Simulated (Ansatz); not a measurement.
The parent structure is BN in the zinc blende structure (space group F-43m, No. 216; a = 3.581 Å).

Calculations: Kohn–Sham DFT with the LDA functional, run in Ansatz (a quantum-chemistry and plane-wave program) with PAW and 420 eV plane waves, no SOC.

One change was made to it. Results:

| quantity | base | after |
|---|---|---|
| band gap | 4.39 eV | 4.45 eV |
| smallest direct gap | 8.83 eV | 9.07 eV |
| hole mass (degenerate bands, along [100]) | 0.52 mₑ (at Γ) | 0.50, 0.50, 0.56 mₑ (at Γ) |
| shortest interatomic distance | 1.550 Å | 1.524 Å |

Problem. Which of these changes matches the shifts?
(A) pressure 9 GPa
(B) pressure 22.5 GPa
(C) pressure −1 GPa

Solution. B, pressure 22.5 GPa. For comparison, the smallest direct gap in the other runs: pressure 9 GPa gives 8.93 eV; pressure −1 GPa gives 8.82 eV.

Load acts through the strain it causes; cell and atoms are relaxed under it. Effective masses come from finite differences of ±0.01 Å⁻¹. Whether these cells are dynamically stable was not tested. No other phases were tried under pressure.
